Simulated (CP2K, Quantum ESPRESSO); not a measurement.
A CP2K input for a self-consistent single point of MgAl₃ (I4/mmm, 4 atoms in the cell) (DFT PBEsol, GPW, DZVP-MOLOPT-SR-GTH basis, GTH-PBE potentials (GTH_POTENTIALS)):

```
&GLOBAL
  PROJECT mgal3
  RUN_TYPE ENERGY_FORCE
  PRINT_LEVEL LOW
&END GLOBAL
&FORCE_EVAL
  METHOD Quickstep
  STRESS_TENSOR ANALYTICAL
  &DFT
    BASIS_SET_FILE_NAME BASIS_MOLOPT
    POTENTIAL_FILE_NAME GTH_POTENTIALS
    &QS
      METHOD GPW
      EPS_DEFAULT 1E-10
    &END QS
    &MGRID
      CUTOFF 1000
      REL_CUTOFF 60
      NGRIDS 5
    &END MGRID
    &SCF
      SCF_GUESS ATOMIC
      EPS_SCF 1E-6
      MAX_SCF 100
      ADDED_MOS 4
      &DIAGONALIZATION
        ALGORITHM STANDARD
      &END DIAGONALIZATION
      &MIXING
        METHOD BROYDEN_MIXING
        ALPHA 0.2
        NBUFFER 12
        BETA 1.5
      &END MIXING
      &SMEAR ON
        METHOD GAUSSIAN
        SIGMA [eV] 0.1
      &END SMEAR
    &END SCF
    &KPOINTS
      SCHEME MONKHORST-PACK 8 8 8
      GAMMA_CENTERED T
    &END KPOINTS
    &XC
      &XC_FUNCTIONAL
        &PBE
          PARAMETRIZATION PBESOL
        &END PBE
      &END XC_FUNCTIONAL
    &END XC
    &PRINT
      &MO
        EIGENVALUES T
        OCCUPATION_NUMBERS T
        NDIGITS 8
        FILENAME mo
        &EACH
          QS_SCF 0
        &END EACH
        ADD_LAST NUMERIC
      &END MO
      &MULLIKEN OFF
      &END MULLIKEN
    &END PRINT
  &END DFT
  &SUBSYS
    &CELL
      A 5.03442800 0.00000000 0.00000000
      B 1.71016000 4.73506300 0.00000000
      C -3.37229400 -2.36753100 2.89273100
      PERIODIC XYZ
    &END CELL
    &COORD
      Mg       0.00000000     0.00000000     0.00000000
      Al       3.37229400     2.36753150     0.00000000
      Al       0.85508000     2.36753175     1.44636550
      Al       2.51721400     0.00000025     1.44636550
    &END COORD
    &KIND Mg
      BASIS_SET DZVP-MOLOPT-SR-GTH-q10
      POTENTIAL GTH-PBE-q10
    &END KIND
    &KIND Al
      BASIS_SET DZVP-MOLOPT-SR-GTH-q3
      POTENTIAL GTH-PBE-q3
    &END KIND
  &END SUBSYS
  &PRINT
    &FORCES ON
    &END FORCES
    &STRESS_TENSOR ON
    &END STRESS_TENSOR
  &END PRINT
&END FORCE_EVAL
```

Problem. Give the Quantum ESPRESSO input for the same structure, mesh, smearing and functional.

Solution. One input that does it (others would too):

```fortran
&control
 calculation = 'scf'
 prefix = 'mgal3'
 outdir = './work'
 pseudo_dir = './'
 tprnfor = .true.
 tstress = .true.
/
&system
 ibrav = 7
 A = 4.0909400000
 C = 8.2407700000
 nat = 4
 ntyp = 2
 ecutwfc = 40
 ecutrho = 200
 occupations = 'smearing'
 smearing = 'gaussian'
 degauss = 0.0073499
/
&electrons
 conv_thr = 1.0d-8
 mixing_beta = 0.5
/
ATOMIC_SPECIES
Mg    24.3050  mg_pbesol_v1.4.uspp.F.UPF
Al    26.9815  al_pbesol_v1.uspp.F.UPF
ATOMIC_POSITIONS crystal
Mg    0.0000000000    0.0000000000    0.0000000000
Al    0.0000000000    0.5000000000    0.5000000000
Al   -0.5000000000    0.7500000000    0.2500000000
Al   -0.5000000000    0.2500000000    0.7500000000
K_POINTS automatic
8 8 8  0 0 0
```

Basis, cutoffs, solver keys and any potentials are the target program's own. This input uses DFT, PBEsol, plane waves, GBRV 1.5 ultrasoft (PBESOL) pseudopotentials. Both were run: pressure 2.88 GPa in CP2K and 0.88 in Quantum ESPRESSO; largest force 0.001 eV/Å in CP2K and 0.000 in Quantum ESPRESSO.

On CP2K: the starting cell comes from a database of computed structures (which also holds hypothetical and non-ambient phases and stackings), without a prior relaxation at this level. Values carry the incompleteness of an atom-centred basis. The potentials were made for another functional than the one used.

On Quantum ESPRESSO: the starting cell comes from a database of computed structures (which also holds hypothetical and non-ambient phases and stackings), without a prior relaxation at this level.
